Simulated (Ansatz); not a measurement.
## CoSi$_{2}$ (space group Fm-3m, No. 225; non-magnetic)

```cif
data_CoSi2
_chemical_formula_sum 'Co1 Si2'
_space_group_name_H-M_alt 'P 1'
_space_group_IT_number 1
_cell_length_a 3.79033
_cell_length_b 3.79033
_cell_length_c 3.79033
_cell_angle_alpha 60.000
_cell_angle_beta 60.000
_cell_angle_gamma 60.000
loop_
_space_group_symop_operation_xyz
  'x, y, z'
loop_
_atom_site_label
_atom_site_type_symbol
_atom_site_fract_x
_atom_site_fract_y
_atom_site_fract_z
_atom_site_occupancy
Co1 Co 0.00000 0.00000 0.00000 1
Si1 Si 0.25000 0.25000 0.25000 1
Si2 Si 0.75000 0.75000 0.75000 1
```

Level of theory: Kohn–Sham DFT with the PBE functional, run in Ansatz (a first-principles code) with PAW and 420 eV plane waves, no spin-orbit coupling, earlier PAW set. Γ-centred 15×15×15 mesh, Fermi–Dirac width 0.05 eV.

```yaml
volume_per_atom: 12.84 Å³
density: 4.96 g/cm³
band_gap: zero
total_energy: -2133.059 eV/atom (σ→0; compares only within this code and set-up)
```

Whether these cells are dynamically stable was not tested. Starting moments died away, wholly or in part, for the base; another magnetic solution may exist. The final runs are not spin-polarised. An odd electron count without spin: CoSi2.
